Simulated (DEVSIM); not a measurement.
Device: abrupt Si p-n junction, at 400 K.

Layer 1 from the left is Si, thickness (μm) 26.0, Na (cm⁻³) 1.1e19, τn (s) 1.5e-7, τp (s) 1.5e-7. Layer 2 from the left is Si, thickness (μm) 25.0, Nd (cm⁻³) 3.5e17, τn (s) 1.5e-7, τp (s) 1.5e-7.

Left contact: ohmic. Right contact: ohmic. Voltage is applied to the left contact. Recombination: SRH at mid-gap. Mobility is constant in doping.

The device is made up for the run: typed textbook-type constants, with dimensions and the other settings drawn at random. Values at 300 K; Nc and Nv go as T^1.5, mobilities as T to minus their exponent, the gap by Varshni's rule with the affinity fixed.

Si: gap (eV) 1.124, affinity (eV) 4.05, permittivity 11.7, Nc (cm⁻³) 2.86e19, Nv (cm⁻³) 3.1e19, μn (cm²/Vs) 1417, μp (cm²/Vs) 470, T exponent of μn 2.3, T exponent of μp 2.2, Varshni α (eV/K) 0.000473, Varshni β (K) 636.

Simulated with DEVSIM: 1D drift-diffusion, Boltzmann statistics, complete ionisation; no tunnelling, impact ionisation, image-force lowering or self-heating.

Dark forward current:

| |V| (V) | |J| (A/cm²) |
|---|---|
| 0.05 | 2.587e-6 |
| 0.10 | 8.655e-6 |
| 0.15 | 2.517e-5 |
| 0.20 | 7.619e-5 |
| 0.25 | 0.0002521 |
| 0.30 | 0.0009116 |
| 0.35 | 0.003525 |
| 0.40 | 0.01423 |
| 0.45 | 0.05888 |
| 0.50 | 0.2470 |
| 0.55 | 1.042 |
| 0.60 | 4.377 |
| 0.65 | 17.89 |
| 0.70 | 66.73 |
| 0.75 | 208.1 |
| 0.80 | 535.3 |
| 0.85 | 1190 |
| 0.90 | 2361 |

### Question
Work out the local ideality factor n = ΔV / (kT/q · ln(J2/J1)) between the rows 0.15 and 0.20 V, 0.50 and 0.55 V, 0.85 and 0.90 V.

### Answer
kT/q = 34.47 mV. From 0.15 to 0.20 V: ln(7.619e-5/2.517e-5) = 1.108, n = 1.31. From 0.50 to 0.55 V: ln(1.042/0.2470) = 1.440, n = 1.01, near the 1 of diffusion or emission over a barrier. From 0.85 to 0.90 V: ln(2361/1190) = 0.685, n = 2.12.

### Question
Estimate the current at 0.50 V from the Shockley equation with J0 = Σ q ni² D/(N L) coth(W/L), τ joining the SRH, radiative and Auger lifetimes that are on, and W taken as the whole layer.

### Answer
ni² = 3.22e25 cm⁻⁶; electrons in the p layer: μ = 731 cm²/Vs, D = 25.2 cm²/s, τ = 1.50e-7 s, L = 19.4 μm, W/L = 1.3, term 6.99e-9 A/cm²; holes in the n layer: μ = 250 cm²/Vs, D = 8.60 cm²/s, τ = 1.50e-7 s, L = 11.4 μm, W/L = 2.2, term 1.15e-7 A/cm². J0 = 1.22e-7 A/cm², and J = J0 exp(qV/kT) = 0.242 A/cm². The simulation gives 0.247 A/cm²; the estimate lies 1.9 % below. The estimate leaves out recombination in the depletion region and that region's share of W.
